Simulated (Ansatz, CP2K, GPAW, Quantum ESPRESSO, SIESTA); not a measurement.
## Ba2IrO4 (I4/mmm, 7 atoms in the cell) computed with different codes at matched settings

Self-consistent single point, at a second geometry (lattice scaled by 0.98). First geometry:

```xyz
7
Lattice="-2.0165 2.0165 6.7184 2.0165 -2.0165 6.7184 2.0165 2.0165 -6.7184" Properties=species:S:1:pos:R:3 pbc="T T T"
Ba     0.0000     0.0000     4.7688
Ba     0.0000     0.0000     8.6679
Ir     0.0000     0.0000     0.0000
O      0.0000     2.0165     0.0000
O      2.0165     0.0000     0.0000
O      0.0000     0.0000     2.0721
O      0.0000     0.0000    11.3647
```

Shared settings, as Ansatz (an electronic-structure program) writes them: kpoints.mp_grid.grid = 7 7 7; scf.occupations.method = fermi_dirac; scf.occupations.width = 0.0073 Ry. Potentials and cutoffs stand in the table.

| code | model | ΔF from the first geometry (meV/atom) | pressure (GPa) | largest force (eV/Å) | cutoff |
|---|---|---|---|---|---|
| Quantum ESPRESSO | LDA (PZ), GBRV 1.5 ultrasoft (LDA) pseudopotentials | -21.2 | 0.51 | 0.147 | 40 Ry |
| SIESTA | LDA PW92, numerical atomic orbitals DZP, PseudoDojo LDA standard norm-conserving potentials (rewritten from UPF to PSML) | -8.4 | 2.93 | 1.113 | grid 350 Ry |
| CP2K | LDA (Pade form), GPW, DZVP-MOLOPT-SR-GTH basis, GTH-PADE potentials (GTH_POTENTIALS) | -32.2 | -1.17 | 0.213 | grid 500 Ry |
| GPAW | LDA (Perdew-Wang 92), GPAW PAW datasets LDA (gpaw-data 1.0.1) | -28.8 | – | 0.106 | 900 eV |
| Ansatz | LDA (PW92), PAW files made with PBE | -30.6 | -1.53 | 0.131 | 30.9 Ry |

Size of the force on each atom (eV/Å): Sizes of forces hide their directions.

```csv
code,Ba1,Ba2,Ir3,O4,O5,O6,O7
Quantum ESPRESSO,0.119,0.119,0.000,0.000,0.000,0.147,0.147
SIESTA,1.113,1.113,0.000,0.000,0.000,0.663,0.663
CP2K,0.213,0.213,0.000,0.000,0.000,0.195,0.195
GPAW,0.106,0.106,0.000,0.000,0.000,0.041,0.041
Ansatz,0.057,0.057,0.000,0.000,0.000,0.131,0.131
```

A dash marks a value that a program does not give, or that is left out as unsure.

On Ansatz's run: spin-orbit coupling is off. Spin polarisation is off; with an odd number of electrons in the cell that forces a metal, and a magnetic state may lie lower.

The spread over the programs that give each value: ΔF from the first geometry within 23.8 meV/atom; pressure within 4.46 GPa; largest force within 1.007 eV/Å.

SIESTA and CP2K use small atom-centred bases, whose incompleteness enters pressures, forces and empty levels differently from a plane-wave cutoff. Ansatz's pressure is given at a fixed set of plane waves, as the other plane-wave codes print theirs; with its correction for the finite basis it is -1.07 GPa (the shift of 0.47 GPa shows how far the cutoff is from converged). The pressure of GPAW is left out: its cutoff lies under the one at which its stress was checked. The same LDA comes in different parametrisations, which differ slightly.

The starting cell comes from a database of computed structures (which also holds hypothetical and non-ambient phases and stackings), without a prior relaxation at this level. For this run, on top of that: lattice scaled by 0.98.

Keys are those of Ansatz 0.2.
